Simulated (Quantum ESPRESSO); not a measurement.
Checking a run of Quantum ESPRESSO on LaSnF₇ (P2_1/c, 36 atoms in the cell). The aim is a self-consistent single point with DFT, PBEsol, plane waves, GBRV 1.5 ultrasoft (PBESOL) pseudopotentials.

Cell that was meant: a = 9.3105 Å, b = 5.7271 Å, c = 12.5215 Å, α = 90.00°, β = 118.25°, γ = 90.00°.

Part of the input:

```fortran
 celldm(1) = 17.59429508,
 nat = 36,
 ntyp = 3,
 ecutwfc = 12,
 ecutrho = 60,
 occupations = 'fixed',
 nbnd = 152,
/
```

Log, with long lists cut:

```
     Message from routine setup:
     using ibrav=0 with symmetry is DISCOURAGED, use correct ibrav instead
     G-vector sticks info
   [... lines left out ...]
        k(    2) = (   0.0000000  -0.8128516   0.0000000), wk =   0.5000000
        k(    3) = (  -0.5000000   0.0000000  -0.2686237), wk =   0.5000000
        k(    4) = (  -0.5000000  -0.8128516  -0.2686237), wk =   0.5000000

     Dense  grid:    31173 G-vectors     FFT dimensions: (  45,  30,  60)

     Smooth grid:    22255 G-vectors     FFT dimensions: (  40,  24,  54)

     Initial potential from superposition of free atoms

     starting charge     291.8823, renormalised to     296.0000

     negative rho (up, down):  3.114E-01 0.000E+00
     Self-consistent Calculation

     iteration #  1     ecut=    12.00 Ry     beta= 0.40

     negative rho (up, down):  2.396E-01 0.000E+00

     total energy              =   -2328.57277108 Ry
     estimated scf accuracy    <      35.32055448 Ry

     iteration #  2     ecut=    12.00 Ry     beta= 0.40

     negative rho (up, down):  2.264E-01 0.000E+00

     total energy              =   -2331.63723973 Ry
     estimated scf accuracy    <       4.43841431 Ry

     iteration #  3     ecut=    12.00 Ry     beta= 0.40

     negative rho (up, down):  2.249E-01 0.000E+00

     total energy              =   -2331.49700248 Ry
     estimated scf accuracy    <       0.92055915 Ry

   [... 8 blocks of this kind left out ...]

     iteration # 12     ecut=    12.00 Ry     beta= 0.40

     negative rho (up, down):  2.239E-01 0.000E+00

     total energy              =   -2331.51875061 Ry
     estimated scf accuracy    <          4.9E-10 Ry

     iteration # 13     ecut=    12.00 Ry     beta= 0.40

     negative rho (up, down):  2.239E-01 0.000E+00
     End of self-consistent calculation

   [... 16 lines left out ...]

   [... 16 lines left out ...]

     highest occupied, lowest unoccupied level (ev):     2.2545    6.4537

!    total energy              =   -2331.51875110 Ry
     estimated scf accuracy    <          9.0E-11 Ry

     convergence has been achieved in  13 iterations

     negative rho (up, down):  2.239E-01 0.000E+00

     Forces acting on atoms (cartesian axes, Ry/au):

     atom    1 type  1   force =     0.02162480   -0.00815119   -0.00648960
     atom    2 type  1   force =    -0.02162480    0.00815119    0.00648960
     atom    3 type  1   force =    -0.02162480   -0.00815119    0.00648960
     atom    4 type  1   force =     0.02162480    0.00815119   -0.00648960
   [... lines left out ...]
     Total force =     0.180327     Total SCF correction =     0.000022
   [... lines left out ...]

     negative rho (up, down):  2.239E-01 0.000E+00
          total   stress  (Ry/bohr**3)                   (kbar)     P=    -5711.01
  -0.03853455   0.00000000   0.00012137        -5668.63        0.00       17.85
   0.00000000  -0.03895285   0.00000000            0.00    -5730.16        0.00
   0.00012137   0.00000000  -0.03898059           17.85        0.00    -5734.24

   JOB DONE.
```

Is anything amiss in this input, and did it matter?

The run is not sound. The fault is a basis or grid far too coarse for these potentials. Far below the cutoff that the potentials were made for, the basis cannot represent the orbitals near the nuclei, and energies, forces and above all the stress go wrong. To fix it, restore the cutoff that the potentials need and check convergence. The run converged in 13 iterations without an error; against the sound input the free energy goes up by 28.5 eV/atom, the pressure goes from -0.49 to -571.1 GPa, the largest force goes from 0.149 to 1.335 eV/Å and the gap on the mesh goes from 5.419 to 4.199 eV.

An input that runs soundly differs in these lines (not the only fix; some lines may just follow from the change or write a value another way):
```diff
- ecutwfc = 12,
- ecutrho = 60,
+ ecutwfc = 40,
+ ecutrho = 200,
```

With that input, the run converged in 15 iterations: free energy E − TS -32747.5118 eV; top of the valence band (on the code's own zero) 1.44 eV; gap on the k-point mesh 5.42 eV; pressure -0.49 GPa; largest force (vector length) 0.149 eV/Å (DFT, PBEsol, plane waves, GBRV 1.5 ultrasoft (PBESOL) pseudopotentials).

On the sound input: the starting cell comes from a database of computed structures (which also holds hypothetical and non-ambient phases and stackings), without a prior relaxation at this level.
